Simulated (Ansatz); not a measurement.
**A computed series for TiC: response to strain**

Base system: TiC in the rock salt structure (space group Fm-3m, No. 225; a = 4.3278 Å; relaxed with 0.1 eV smearing). Axes: x, y, z lie along the cube axes.

Strains are applied to the cell and any free atomic positions relax; under biaxial strain the out-of-plane vector relaxes too.

Calculations: r2SCAN (Ansatz, a program for electronic structure, PAW, no SOC).

Notes on the quantities. pressure: mean of the normal stresses, compression positive; energy relative to the base: free energy F.

| case | pressure | energy relative to the base | volume per atom | space group |
|---|---|---|---|---|
| base | 0.0 GPa | 0 meV/atom | 10.13 Å³ | Fm-3m (No. 225) |
| biaxial strain +4.98 %, plane normal [001], relaxed out of plane | -15.0 GPa | +79 meV/atom | 10.93 Å³ | I4/mmm (No. 139) |
| biaxial strain +1.16 %, plane normal [111], relaxed out of plane | -4.3 GPa | +4.8 meV/atom | 10.31 Å³ | R-3m (No. 166) |
| isotropic strain +2.86 % | -18.7 GPa | +56 meV/atom | 11.03 Å³ | Fm-3m (No. 225) |
| isotropic strain +3.02 % | -19.6 GPa | +62 meV/atom | 11.08 Å³ | Fm-3m (No. 225) |
| uniaxial strain ε_xx = −0.93 % | ? | ? | 10.04 Å³ | I4/mmm (No. 139) |
| uniaxial strain ε_xx = −0.67 % | 1.8 GPa | +0.8 meV/atom | 10.06 Å³ | I4/mmm (No. 139) |
| uniaxial strain ε_xx = +3.52 % | -7.9 GPa | +18 meV/atom | 10.49 Å³ | I4/mmm (No. 139) |
| uniaxial strain ε_yy = −5.97 % | 20.4 GPa | +75 meV/atom | 9.53 Å³ | I4/mmm (No. 139) |
| tensor shear ε_xy = −0.49 % | 0.0 GPa | +0.6 meV/atom | 10.13 Å³ | Immm (No. 71) |

Problem. What belongs in the blanks?

Solution. 
- uniaxial strain ε_xx = −0.93 %, pressure: 2.5 GPa
- uniaxial strain ε_xx = −0.93 %, energy relative to the base: +1.5 meV/atom

Stability against distortions was not tested. All final runs are without spin polarisation.
